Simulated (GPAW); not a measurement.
**Input and output of a self-consistent single point for ZrZn (Pm-3m, 2 atoms in the cell) (GPAW)**

Computed with PBEsol, GPAW PAW datasets PBEsol (made by gpaw-setup) (plane waves; GPAW).

This input was run:

```python
from ase import Atoms
from ase.units import GPa
from gpaw import GPAW

atoms = Atoms(['Zr', 'Zn'],
              cell=[[3.260490, 0.000000, 0.000000],
                    [0.000000, 3.260490, 0.000000],
                    [0.000000, 0.000000, 3.260490]],
              scaled_positions=[[0.500000, 0.500000, 0.500000],
                                [0.000000, 0.000000, 0.000000]],
              pbc=True)

calc = GPAW(mode={'name': 'pw', 'ecut': 850},
            xc='PBEsol',
            kpts=(7, 7, 7),
            occupations={'name': 'fermi-dirac', 'width': 0.1},
            nbands=-8,
            convergence={'forces': 0.001},
            symmetry={'symmorphic': False, 'tolerance': 0.0005},
            maxiter=150)

atoms.calc = calc

energy = atoms.get_potential_energy()
print('Energy (eV):', round(energy, 6))
forces = atoms.get_forces()
print('Forces (eV/Ang):')
print(forces.round(5))
stress = atoms.get_stress()
print('Stress (GPa, Voigt):', (stress / GPa).round(4))
```

Output (repeated stretches shortened):

```
Input parameters:
  convergence: {forces: 0.001}
  kpts: [7 7 7]
  maxiter: 150
  mode: {ecut: 850,
         name: pw}
  nbands: -8
  occupations: {name: fermi-dirac,
                width: 0.1}
  symmetry: {symmorphic: False,
             tolerance: 0.0005}
  xc: PBEsol

species:
  Zr:
    name: Zirconium
    Z: 40.0
    valence: 12
    core: 28
    charge: 0.0
    file: Zr.PBEsol.gz

    # Using partial waves for Zr as LCAO basis

  Zn:
    name: Zinc
    Z: 30.0
    valence: 12
    core: 18
    charge: 0.0
    file: Zn.PBEsol.gz

    # Using partial waves for Zn as LCAO basis

Reference energy: -146660.596491  # eV

Spin-paired calculation

Convergence criteria:
 Maximum [total energy] change in last 3 cyles: 0.0005 eV / valence electron
 Maximum integral of absolute [dens]ity change: 0.0001 electrons / valence electron
 Maximum integral of absolute [eigenst]ate change: 4e-08 eV^2 / valence electron
 Maximum change in the atomic [forces] across last 2 cycles: 0.001 eV/Ang OR
Maximum error relative to the maximum force is below inf
 Maximum number of scf [iter]ations: 150

Symmetries present (total): 48
Symmetries with fractional translations: 0
343 k-points: 7 x 7 x 7 Monkhorst-Pack grid
20 k-points in the irreducible part of the Brillouin zone
       k-points in crystal coordinates                weights
   0:     0.00000000    0.00000000    0.00000000          1/343
   1:     0.14285714    0.00000000    0.00000000          6/343
   2:     0.14285714    0.14285714    0.00000000         12/343
   [... 7 lines left out ...]
          ...
  19:     0.42857143    0.42857143    0.42857143          8/343

Wave functions: Plane wave expansion
  Cutoff energy: 850.000 eV
  Number of coefficients (min, max): 1932, 1965
  Pulay-stress correction: 0.000000 eV/Ang^3 (de/decut=0.000000)

Occupation numbers: Fermi-Dirac:
  width: 0.1000  # eV

Eigensolver

Densities:
  Coarse grid: 24*24*24 grid
  Fine grid: 48*48*48 grid
  Total Charge: 0.000000

Density mixing:
  Method: separate
  Backend: pulay
  Linear mixing parameter: 0.05
  old densities: 5
  Damping of long wavelength oscillations: 50

Hamiltonian:
  XC and Coulomb potentials evaluated on a 48*48*48 grid
  External potential:
    NoExternalPotential

XC parameters: PBEsol with 2 nearest neighbor stencil

Number of atoms: 2
Number of atomic orbitals: 22
Number of bands in calculation: 20
Number of valence electrons: 24
Bands to converge: occupied

Density initialized from atomic densities
  20 bands from LCAO basis set

Atomic positions and initial magnetic moments

Positions:
   0 Zr     1.630245    1.630245    1.630245    ( 0.0000,  0.0000,  0.0000)
   1 Zn     0.000000    0.000000    0.000000    ( 0.0000,  0.0000,  0.0000)

Unit cell:
           periodic     x           y           z      points  spacing
  1. axis:    yes    3.260490    0.000000    0.000000    24     0.1359
  2. axis:    yes    0.000000    3.260490    0.000000    24     0.1359
  3. axis:    yes    0.000000    0.000000    3.260490    24     0.1359

  Lengths:   3.260490   3.260490   3.260490
  Angles:   90.000000  90.000000  90.000000

Effective grid spacing dv^(1/3) = 0.1359

     iter     time        total  log10-change:
                         energy   eigst   dens  force
iter:   1 --:--:--   -10.558537
iter:   2 --:--:--   -10.546574   -0.62  -1.46
iter:   3 --:--:--   -10.249260   -1.08  -1.47
iter:   4 --:--:--   -10.523903   -1.08  -1.67
iter:   5 --:--:--   -10.413056   -2.13  -1.90
iter:   6 --:--:--   -10.270966   -2.09  -1.95
iter:   7 --:--:--   -10.224743   -2.27  -2.10
iter:   8 --:--:--   -10.220305   -2.71  -2.51
iter:   9 --:--:--   -10.220095c  -3.94  -2.79
iter:  10 --:--:--   -10.220997c  -4.24  -2.88
iter:  11 --:--:--   -10.219613c  -3.98  -3.16
iter:  12 --:--:--   -10.219455c  -4.72  -3.77
iter:  13 --:--:--   -10.219469c  -5.38  -4.20c
iter:  14 --:--:--   -10.219327c  -5.09  -3.69
iter:  15 --:--:--   -10.219321c  -6.38  -4.02c
iter:  16 --:--:--   -10.219312c  -6.18  -4.07c
iter:  17 --:--:--   -10.219314c  -7.64c -4.22c
iter:  18 --:--:--   -10.219300c  -6.60  -4.22c
iter:  19 --:--:--   -10.219291c  -6.68  -4.22c
iter:  20 --:--:--   -10.219293c  -7.71c -4.23c -29.38c

Converged after 20 iterations.

Dipole moment: (0.000000, 0.000000, 0.000000) |e|*Ang

Energy contributions relative to reference atoms: (reference = -146660.596491)

Kinetic:         +0.708438
Potential:       +0.759163
External:        +0.000000
XC:             -11.997066
Entropy (-ST):   -0.025365
Local:           +0.322855
SIC:             +0.000000
--------------------------
Free energy:    -10.231975
Extrapolated:   -10.219293

Showing only first 2 kpts
 Kpt  Band  Eigenvalues  Occupancy
  0    10      8.17397    1.99990
  0    11      8.17397    1.99990
  0    12     12.87583    0.00000
  0    13     12.87583    0.00000

  1    10      8.19761    1.99987
  1    11      8.21793    1.99984
  1    12     11.83435    0.00000
  1    13     11.83435    0.00000

Fermi level: 9.16172

Gap: 0.239 eV
Transition (v -> c):
  (s=0, k=13, n=11, [0.43, 0.29, 0.00]) -> (s=0, k=12, n=12, [0.43, 0.14, 0.14])
Direct/indirect transitions are different
Direct gap: 0.445 eV
Transition at: (s=0, k=12, n=11, [0.43, 0.14, 0.14])
Energy (eV): -10.219293

Forces in eV/Ang:
  0 Zr    0.00000    0.00000    0.00000
  1 Zn   -0.00000   -0.00000    0.00000

Stress tensor:
    -0.021072     0.000000     0.000000
     0.000000    -0.021072     0.000000
     0.000000     0.000000    -0.021072
Stress (GPa, Voigt): [-3.3762 -3.3762 -3.3762  0.      0.      0.    ]
```

The run converged in 20 iterations. GPAW prints stress with tension positive.

The starting cell comes from a database of computed structures (which also holds hypothetical and non-ambient phases and stackings), without a prior relaxation at this level. Its lattice was rescaled by a random factor within 2.5 % of one. With a pressure of about 3 GPa the cell is away from its equilibrium volume at this level. The log's line on a gap gives a spacing of levels on this mesh, which the program prints for metals too.

Cost on one core of a shared machine: roughly 30 s.
